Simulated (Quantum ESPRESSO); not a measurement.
**Quick settings and what they miss: Ga2FeSe4 (P-42m, 7 atoms in the cell)**

Self-consistent single point.

```yaml
crystal:
  lattice:
    - [5.59928, 0.00000, 0.00000]
    - [0.00000, 5.59928, 0.00000]
    - [0.00000, 0.00000, 5.83104]
  atoms:
    - { symbol: Ga, position: [0.00000, 0.50000, 0.50000] }
    - { symbol: Ga, position: [0.50000, 0.00000, 0.50000] }
    - { symbol: Fe, position: [0.00000, 0.00000, 0.00000], spin: 4.0 }
    - { symbol: Se, position: [0.74121, 0.74121, 0.23743] }
    - { symbol: Se, position: [0.74121, 0.25879, 0.76257] }
    - { symbol: Se, position: [0.25879, 0.25879, 0.23743] }
    - { symbol: Se, position: [0.25879, 0.74121, 0.76257] }
```
(The spins are starting values, not results.)

Level of theory: LDA (PZ), GBRV 1.5 ultrasoft (LDA) pseudopotentials (plane waves; Quantum ESPRESSO).

Base settings: ecutwfc = 50 Ry; ecutrho = 400 Ry; occupations = smearing; smearing = cold; degauss = 0.0073499 Ry; nspin = 2; potentials = {Ga: ga_lda_v1.4.uspp.F.UPF, Fe: fe_lda_v1.5.uspp.F.UPF, Se: se_lda_v1.uspp.F.UPF}; K_POINTS = automatic 3 3 3 0 0 0; conv_thr = 1e-10 Ry; mixing_beta = 0.2.

Tight run (finer mesh or higher cutoff; not a proven limit): ecutwfc: 50 Ry → 70 Ry; ecutrho: 400 Ry → 560 Ry; conv_thr: 1e-10 Ry → 7.3e-11 Ry; K_POINTS: automatic 3 3 3 0 0 0 → automatic 5 5 5 0 0 0. It gave Fermi level (on the code's own zero) 5.53 eV; pressure -6.72 GPa; largest force (vector length) 0.394 eV/Å; size of the cell's spin moment 4.00 μB; site moments (μB, in the program's spheres or projections) Ga 0.01, Ga 0.01, Fe 3.19, Se 0.07, Se 0.07, Se 0.07, Se 0.07.

Quick runs, as changes from the base:
- A: the base itself
- B: ecutwfc: 50 Ry → 30 Ry; ecutrho: 400 Ry → 240 Ry; smearing: cold → gauss; degauss: 0.0073499 Ry → 0.0147 Ry; conv_thr: 1e-10 Ry → 7.3e-06 Ry; K_POINTS: automatic 3 3 3 0 0 0 → automatic 1 1 1 1 1 1
- C: ecutwfc: 50 Ry → 25 Ry; ecutrho: 400 Ry → 200 Ry; smearing: cold → gauss; degauss: 0.0073499 Ry → 0.036749 Ry; K_POINTS: automatic 3 3 3 0 0 0 → automatic 2 2 2 1 1 1

Energies are extrapolated to zero smearing width, which holds to low order in the width alone (under cold and Methfessel-Paxton smearing the free energy itself is taken).

Dashes: pressure of B, not trusted under this conv_thr with d or f elements.

The count of work is k-points × plane waves × bands × iterations; it is no time. Core times come from one kind of shared machine and are given to one figure; runs under 30 s give none.

The starting cell comes from a database of computed structures (which also holds hypothetical and non-ambient phases and stackings), without a prior relaxation at this level. Its lattice was rescaled by a random factor within 2.5 % of one. With one magnetic atom in the cell only a parallel order is possible. In the base run, with a pressure of about -7 GPa the cell is away from its equilibrium volume at this level. Without a gap this mesh is coarse (it stands for a supercell whose shortest vector is 17 Å).

```csv
run,energy less tight (meV/atom),pressure less tight (GPa),largest miss in a force vector (eV/Å),count of work / tight,core time / tight (rough)
A,11.9,0.08,0.027,0.20,0.3
B,753.9,–,0.090,0.011,0.07
C,688.7,-27.86,0.089,0.011,0.06
```

Among the runs at the tight run's level, the energy misses run from 11.9 to 753.9 meV/atom.

Left out of this page: 3 runs of the series outside the window shown, repeating another row's setting, or not comparable.
